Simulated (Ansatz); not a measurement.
Consider ZnO in the wurtzite structure (space group P6_3mc, No. 186).

```yaml
crystal:
  lattice:
    - [3.22996, 0.00000, 0.00000]
    - [-1.61498, 2.79723, 0.00000]
    - [0.00000, 0.00000, 5.21438]
  atoms:
    - { symbol: Zn, position: [0.33333, 0.66667, 0.00154] }
    - { symbol: Zn, position: [0.66667, 0.33333, 0.50154] }
    - { symbol: O, position: [0.33333, 0.66667, 0.38046] }
    - { symbol: O, position: [0.66667, 0.33333, 0.88046] }
```

Cartesian axes are those of the cell as printed.

Calculations: DFT with PBEsol, PAW potentials and a 420 eV plane-wave cutoff in Ansatz (an electronic-structure program), no SOC.

Strains are applied to the cell and any free atomic positions relax.

One change was made to it. Results:

| quantity | base | after |
|---|---|---|
| pressure (mean of the normal stresses, compression positive) | 0.00 GPa | -4.09 GPa |
| shortest interatomic distance | 1.969 Å | 1.987 Å |
| valence-band top at Γ (three highest levels, from the VBM) | 0.00, 0.00, -0.10 eV | 0.00, 0.00, -0.12 eV |
| width of the top valence band | 1.83 eV | 1.76 eV |

### Question
Name the change that was made.
A) uniaxial strain ε_zz = +1.20 %
B) uniaxial strain ε_zz = +1.80 %
C) uniaxial strain ε_zz = +0.60 %
D) uniaxial strain ε_zz = +3.00 %

### Answer
D, uniaxial strain ε_zz = +3.00 %. For comparison, the valence-band top at Γ in the other runs: uniaxial strain ε_zz = +1.20 % gives 0.00, 0.00, -0.10 eV; uniaxial strain ε_zz = +1.80 % gives 0.00, 0.00, -0.11 eV; uniaxial strain ε_zz = +0.60 % gives 0.00, 0.00, -0.10 eV.

The levels and masses belong to the bands next to the band gap. Whether these cells are dynamically stable was not tested.
